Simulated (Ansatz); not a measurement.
The parent structure is K₂TiF₆ (space group P-3m1, No. 164; a = 5.701 Å, c = 4.603 Å). Axes: x lies along a and z along c of the hexagonal cell.

Method: r2SCAN in Ansatz (plane waves to 500 eV, PAW, no spin-orbit coupling).

Strains are applied to the cell and any free atomic positions relax; under biaxial strain the out-of-plane vector relaxes too.

One change was made to it. Results:

| quantity | base | after |
|---|---|---|
| energy relative to the base (free energy F) | 0 meV/atom | +1.3 meV/atom |
| pressure (mean of the normal stresses, compression positive) | -0.01 GPa | -0.64 GPa |

### Question
What was done to the base?
A) biaxial strain +3.05 %, plane normal [001], relaxed out of plane
B) strain tensor (xx, yy, zz, yz, xz, xy) = (−0.47, −1.31, −0.01, +1.51, +1.17, −0.34) %
C) biaxial strain −2.28 %, plane normal [001], relaxed out of plane
D) isotropic strain −2.85 %
E) strain tensor (xx, yy, zz, yz, xz, xy) = (+1.60, −0.59, +1.16, +0.54, +0.26, +0.36) %

### Answer
E, strain tensor (xx, yy, zz, yz, xz, xy) = (+1.60, −0.59, +1.16, +0.54, +0.26, +0.36) %. For comparison, the pressure in the other runs: isotropic strain −2.85 % gives 3.82 GPa; strain tensor (xx, yy, zz, yz, xz, xy) = (−0.47, −1.31, −0.01, +1.51, +1.17, −0.34) % gives 0.78 GPa; biaxial strain +3.05 %, plane normal [001], relaxed out of plane gives -1.34 GPa; biaxial strain −2.28 %, plane normal [001], relaxed out of plane gives 1.26 GPa.

No phonon test of stability was made. All final runs are without spin polarisation.

Ansatz is a program for electronic structure.
